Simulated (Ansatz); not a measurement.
# Several settings converged on Cs3K (P3m1, 8 atoms in the cell)

```yaml
crystal:
  lattice:
    - [10.75409, 0.00000, 0.00000]
    - [-5.37704, 9.31332, 0.00000]
    - [0.00000, 0.00000, 8.67981]
  atoms:
    - { symbol: K, position: [0.33333, 0.66667, 0.75576] }
    - { symbol: K, position: [0.66667, 0.33333, 0.25000] }
    - { symbol: Cs, position: [0.16954, 0.33908, 0.25000] }
    - { symbol: Cs, position: [0.83046, 0.66092, 0.75000] }
    - { symbol: Cs, position: [0.83046, 0.16954, 0.75000] }
    - { symbol: Cs, position: [0.16954, 0.83046, 0.25000] }
    - { symbol: Cs, position: [0.66092, 0.83046, 0.25000] }
    - { symbol: Cs, position: [0.33908, 0.16954, 0.75000] }
```

Base method: LDA (PW92), default PAW files made with PBE (plane waves; Ansatz, an electronic-structure program).

Base settings: basis.ecutwfc = 420 eV; kpoints.mp_grid.grid = 2 2 2; hamiltonian.xc = lda; hamiltonian.pseudopotentials = {kind: paw} (the program's default PAW files); scf.occupations.method = gaussian; scf.occupations.width = 0.1 eV.

The count of work is k-points × plane waves × bands × iterations; it is no time. Core times come from one kind of shared machine, to one figure; runs under 30 s give none.

**The k-point mesh**

The second cell is the first with its lattice scaled by 0.98.

Only quantities that move along the ladder and can be compared are tabulated.

```csv
kpoints.mp_grid.grid,free energy less the last step's (meV/atom),energy of the compressed cell less the first (meV/atom),pressure (GPa),largest difference of a force vector from the last step's (eV/Å),count of work / last,core time / last (rough)
1 1 1,135.64,-20.40,-0.52,0.010,0.022,–
2 2 2,-1.46,-16.39,-0.45,0.004,0.087,–
3 3 3,7.50,-15.16,-0.42,0.003,0.13,–
4 4 4,0.23,-15.39,-0.42,0.000,0.25,0.2
5 5 5,0.40,-15.50,-0.43,0.000,0.37,0.4
6 6 6,0.13,-15.50,-0.43,0.000,0.65,0.7
7 7 8,0.00,-15.52,-0.43,0.000,1.0,1
```

Coarsest kpoints.mp_grid.grid that holds the energy of the compressed cell less the first within 0.5 meV/atom of the last step, with all finer ones: 3 3 3, at 0.13 of the last step's count of work; the step before is off by 0.87 meV/atom.

Coarsest kpoints.mp_grid.grid that holds the free energy within 2 meV/atom of the last step, with all finer ones: 4 4 4, at 0.25 of the last step's count of work and about 0.2 of the last step's time; the step before is off by 7.5 meV/atom.

Coarsest kpoints.mp_grid.grid that holds the pressure within 0.05 GPa of the last step, with all finer ones: 2 2 2, at 0.087 of the last step's count of work; the step before is off by 0.09 GPa.

The energy difference between the two cells stays within 1 meV/atom of the last step's from 2 2 2 on, the total only from 4 4 4 on: much of the error is common to both cells and cancels.

**The k-point mesh at a smearing width of 0.05 eV**

In this ladder: scf.occupations.width = 0.05 eV.

The second cell is the first with its lattice scaled by 0.98.

Only quantities that move along the ladder and can be compared are tabulated.

```csv
kpoints.mp_grid.grid,free energy less the last step's (meV/atom),energy of the compressed cell less the first (meV/atom),count of work / last,core time / last (rough)
2 2 2,-1.47,-16.70,0.077,–
3 3 3,8.66,-15.37,0.12,–
4 4 4,0.18,-15.43,0.22,0.2
5 5 5,0.59,-15.60,0.37,0.3
6 6 6,0.32,-15.56,0.65,0.6
7 7 8,0.00,-15.55,1.0,1
```

Coarsest kpoints.mp_grid.grid that holds the energy of the compressed cell less the first within 0.2 meV/atom of the last step, with all finer ones: 3 3 3, at 0.12 of the last step's count of work; the step before is off by 1.2 meV/atom.

Coarsest kpoints.mp_grid.grid that holds the free energy within 5 meV/atom of the last step, with all finer ones: 4 4 4, at 0.22 of the last step's count of work and about 0.2 of the last step's time; the step before is off by 8.7 meV/atom.

The energy difference between the two cells stays within 1 meV/atom of the last step's from 3 3 3 on, the total only from 4 4 4 on: much of the error is common to both cells and cancels.

**The mesh under tetrahedron occupations**

In this ladder: scf.occupations.method = tetrahedron; scf.occupations.width = default.

Only quantities that move along the ladder and can be compared are tabulated.

```tsv
kpoints.mp_grid.grid	free energy less the last step's (meV/atom)	count of work / last	core time / last (rough)
2 2 2	-1.87	0.051	–
3 3 3	5.82	0.083	–
4 4 4	0.60	0.15	0.1
6 6 6	0.46	0.39	0.4
9 9 9	0.00	1.0	1
```

Coarsest kpoints.mp_grid.grid that holds the free energy within 5 meV/atom of the last step, with all finer ones: 4 4 4, at 0.15 of the last step's count of work and about 0.1 of the last step's time; the step before is off by 5.8 meV/atom.

On the base run: the starting cell comes from a database of computed structures (which also holds hypothetical and non-ambient phases and stackings), without a prior relaxation at this level. Its lattice was rescaled by up to half a per cent. One atom was moved a little off its site on purpose. Ansatz's pressure includes its estimate of the finite-basis (Pulay) stress.

Keys are those of Ansatz 0.2.
